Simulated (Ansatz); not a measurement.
Start from SiC (space group P6_3mc, No. 186; a = 3.094 Å, c = 10.129 Å).

Calculations: Kohn–Sham DFT with the PBE functional, run in Ansatz (an electronic-structure program) with PAW and 420 eV plane waves, no spin-orbit coupling, earlier PAW set.

For the base:

| Quantity | Value |
|---|---|
| Smallest direct gap | 3.34 eV |
| Band gap | 2.22 eV |

One thing is altered: the cell is scaled by 1.0261 in all directions, atoms relaxed at fixed cell.

Q: What does the calculation give for the smallest direct gap after the change?

A: The smallest direct gap drops by 0.049 eV, from 3.34 eV to 3.30 eV.

Q: What happens to the band gap?

A: The band gap decreases by 0.02 eV, from 2.22 eV to 2.20 eV.

The cells carry an imposed strain or load. No phonon test of stability was made.
